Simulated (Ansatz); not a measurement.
The parent structure is CsPbCl3 in the cubic perovskite structure (space group Pm-3m, No. 221; a = 5.6188 Å). Axes: x, y, z lie along the cube axes.

The values are results of PBEsol, PAW, 420 eV (Ansatz, a program for electronic structure; without spin-orbit coupling), not measurements.

For the base:

The band gap is 1.83 eV.

Now apply this change: biaxial strain −2.40 %, plane normal [001], relaxed out of plane (Cartesian); in-plane vectors clamped, the third vector and the atoms free.

What does the calculation give for the electron mass and band gap after the change?

The electron mass amounts to 0.100 mₑ out of plane, 0.76 mₑ in plane (at R); the band gap falls by 0.37 eV (1.83 eV → 1.46 eV).

With Pb present, leaving out spin-orbit coupling can change the band edges. Effective masses come from finite differences of ±0.01 Å⁻¹. Whether these cells are dynamically stable was not tested. Many cubic perovskites are stable only at high temperature; tilts and polar distortions were not tested. This is not the structure that CsPbCl3 has at room temperature and ambient pressure.
